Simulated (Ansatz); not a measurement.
**Convergence test for Cd3Ag (I4/mmm, 4 atoms in the cell)**

```yaml
crystal:
  lattice:
    - [-2.08265, 2.08265, 4.63899]
    - [2.08265, -2.08265, 4.63899]
    - [2.08265, 2.08265, -4.63899]
  atoms:
    - { symbol: Cd, position: [0.50000, 0.50000, 0.00000] }
    - { symbol: Cd, position: [0.75000, 0.25000, 0.50000] }
    - { symbol: Cd, position: [0.25000, 0.75000, 0.50000] }
    - { symbol: Ag, position: [0.00000, 0.00000, 0.00000] }
```

Computed with PBE (plane waves, PAW; Ansatz, an electronic-structure program).

The starting cell was generated: these elements placed on a structure prototype, without a prior relaxation; it need not be a known phase or ordering of this composition. Ansatz's pressure includes its estimate of the finite-basis (Pulay) stress.

Held fixed: kpoints.mp_grid.grid = 9 9 9; hamiltonian.xc = pbe; hamiltonian.pseudopotentials = {kind: paw} (the program's default PAW files); scf.occupations.method = gaussian; scf.occupations.width = 0.01 Ry.

ΔF is the free energy per atom less that of the last row (61.7 Ry).

The first pressure column holds Ansatz's estimate of the finite-basis (Pulay) stress, which hides part of the cutoff error; the other is without it.

The series runs over basis.ecutwfc = 12.5 Ry; 15.4 Ry; 18.4 Ry; 21.7 Ry; 24.6 Ry; 27.9 Ry; 30.9 Ry; 35.6 Ry; 40.1 Ry; 46.3 Ry; 54 Ry; 61.7 Ry.

From which setting on does the energy stay within 5 meV/atom of the last one?

From basis.ecutwfc = 27.9 Ry on; the one before it is off by 15 meV/atom.

From which setting on does the pressure stay within 0.1 GPa of the last one?

From basis.ecutwfc = 24.6 Ry on; the one before it is off by 0.27 GPa. The value it settles on is 2.30 GPa at this level of theory and with the other settings as held.

| basis.ecutwfc | ΔF (meV/atom) | pressure (GPa) | pressure at a fixed set of plane waves (GPa) | plane waves | iterations |
|---|---|---|---|---|---|
| 12.5 Ry | 37562.9 | -18.01 | -1207.95 | 413 | 9 |
| 15.4 Ry | 8413.8 | 14.92 | -366.46 | 559 | 8 |
| 18.4 Ry | 1458.9 | 2.43 | -85.75 | 695 | 8 |
| 21.7 Ry | 158.1 | 2.03 | -11.42 | 941 | 7 |
| 24.6 Ry | 15.1 | 2.30 | 0.64 | 1081 | 7 |
| 27.9 Ry | 3.0 | 2.31 | 2.26 | 1371 | 7 |
| 30.9 Ry | 2.0 | 2.30 | 2.23 | 1555 | 7 |
| 35.6 Ry | 0.49 | 2.30 | 2.27 | 1977 | 7 |
| 40.1 Ry | 0.17 | 2.30 | 2.30 | 2345 | 7 |
| 46.3 Ry | 0.08 | 2.30 | 2.30 | 2899 | 7 |
| 54 Ry | 0.04 | 2.30 | 2.30 | 3597 | 7 |
| 61.7 Ry | 0.00 | 2.30 | 2.30 | 4365 | 7 |

Keys are those of Ansatz 0.2.
